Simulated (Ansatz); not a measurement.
Cell and atoms of amorphous Si₂₄O₄₈La:

```xyz
73
Lattice="10.1573 0.0601 -0.1116 0.0601 11.1562 -0.7019 -0.1116 -0.7019 9.8370" Properties=species:S:1:pos:R:3 pbc="T T T"
Si     6.4789     4.8686     7.8498
Si     8.6515     0.9215     1.6895
Si     7.2977    10.4870     3.1452
Si     2.7994     4.9216     8.1069
Si     3.4045     8.8037     5.4701
Si     4.7810     2.6531     7.2173
Si     4.9730    10.1802     1.4058
Si     9.1496     7.3939     0.5500
Si     3.0791     1.1252     1.6120
Si     5.7734     0.7687     0.8468
Si     6.7697     2.2352     5.0347
Si     5.0798    -0.4186     7.7071
Si     8.8722     3.5423     6.7507
Si     0.7029     2.8830     2.2806
Si     7.4998     9.1967     5.7499
Si     0.8838    10.7496    -0.1082
Si    10.0661     4.9523     4.3322
Si     9.5803     8.2802     7.8319
Si     5.6897     6.6418     5.5257
Si     0.1374     3.8479     9.4825
Si     6.6062     6.3052     1.0685
Si     1.2731     6.7853     6.1772
Si     3.8763     7.3780     0.6980
Si     7.1236     4.8172     3.4502
O      0.7413     4.1282     3.3066
O      4.3270     7.4624     5.2807
O      1.5222     4.4685     8.9720
O      2.1540     2.1613     2.4636
O      4.4153     8.9335     0.4941
O      2.1379     0.5608     0.3899
O      9.5476     0.4840     0.4027
O      7.7834     7.3945     1.4751
O      6.9233     7.6819     5.7463
O      8.0045     2.3086     6.1200
O      4.5103     1.0946     7.5483
O      8.3786    10.7935     1.9629
O      4.4624     1.8010     0.9975
O      6.3538    10.3256     5.9932
O      6.9461     4.9084     1.8374
O      5.7453    -0.5361     9.1712
O      7.8942     4.8167     7.0422
O      9.5030     5.8487     0.1118
O      9.5537     3.1053     8.1528
O      5.9732     9.6745     2.6210
O      5.3336     2.6822     5.6746
O      8.6626     9.2349     6.8829
O      6.0032     5.6827     4.2496
O      7.0553     3.2466     3.8069
O      3.1538     9.5198     4.0702
O      0.7566     6.2814     4.6949
O      5.9532     3.3426     8.1329
O      8.7540     7.6924     9.1151
O      8.1047     9.5916     4.2675
O      3.5847    -0.0967     2.5936
O      0.7291     9.0451     8.4391
O      9.5625     2.0036     2.5306
O      1.8907     8.2480     5.8726
O      3.4640     3.5545     7.5015
O      6.6985     0.7478     4.4299
O      0.5276     3.4366     0.7735
O      6.6309     5.5571     9.2909
O      3.6806     5.8903     9.0786
O      7.2035     1.5146     1.1909
O      8.5934     5.4080     3.8488
O      3.9217     9.7005     6.7330
O      2.3429     5.7590     6.7890
O      5.1111     6.6814     1.5248
O      5.4957     5.7299     6.8741
O     10.0084     4.0470     5.6888
O     -0.0416     6.9205     7.1162
O      2.5177     7.3165     1.5385
O      0.9346    10.0085     1.3107
La     1.4167     8.6292     2.9425
```

Computed with PBE, scalar-relativistic without spin-orbit coupling (plane waves to 420 eV, PAW; Ansatz, a first-principles code). The usual formal charges leave 3 electrons over, so the level spacing at the Fermi energy parts defect or band states and needn't be the band gap. In the spin-polarised cell the level spacing at the Fermi energy can part levels of unlike spin.

The cell was made by melting and quenching with the CHGNet potential and then relaxed with DFT. O atoms were pushed apart under 1.9 Å during the dynamics, to hinder bonds among them. The hot cell started wider than the set density and was brought back towards it in steps. It is the lowest in DFT energy of 2 quenches. It is a model cell: composition and starting density were chosen by hand, and all elements were melted together. No dispersion term was used. Its density started from a set value of 2.37 and ended at 2.37 g/cm³. Cooling (nominally 320 K/ps over its main leg) ran many orders faster than in experiment, which tends to leave more defects and strain. One small periodic cell is one sample of the glass; other quenches scatter about these values. The volume was held where the preparation left it and the shape relaxed, at a PBE pressure of 2.0 GPa. Stress components on the final sampling reach 2.6 GPa. Cycles of charging lowered its energy after that relaxation.

Neighbours within Si-Si 2.60 Å, Si-O 1.88 Å, Si-La 3.20 Å, O-O 1.58 Å, O-La 3.00 Å, La-La 3.96 Å count as bonded. Two cations that share two anions don't count as bonded, nor two that share one unless they lie closer than Si-Si 2.38 Å, Si-La 3.11 Å, La-La 3.85 Å.

Question: Give the coordination numbers, mean bond lengths and angles.

Answer: 
- Mean coordination of Si by anions: 3.88 (3 with 3, 21 with 4); 2 close contacts or bonds to cations besides
- Mean coordination of O: 2.02 (47 with 2, 1 with 3)
- Mean coordination of La by anions: 4.00 (1 with 4)
- Mean Si-O bond: 1.631 Å (spread 0.016 Å, 93 counted)
- Mean O-La bond: 2.413 Å (spread 0.335 Å, 4 counted)
- Mean Si-Si bond: 2.318 Å (spread 0.000 Å, 1 counted)
- Bond angle at Si: mean 109.4°, spread 4.0°
- Bond angle at O: mean 135.4°, spread 15.2°
- Bond angle at La: mean 103.1°, spread 27.7°

Question: Which atoms depart from the most common coordination of their element?

Answer: Si8 has 3 (O52 1.64 Å, O42 1.64 Å, O32 1.65 Å); O57 has 3 (Si22 1.62 Å, Si5 1.66 Å, La73 2.99 Å).
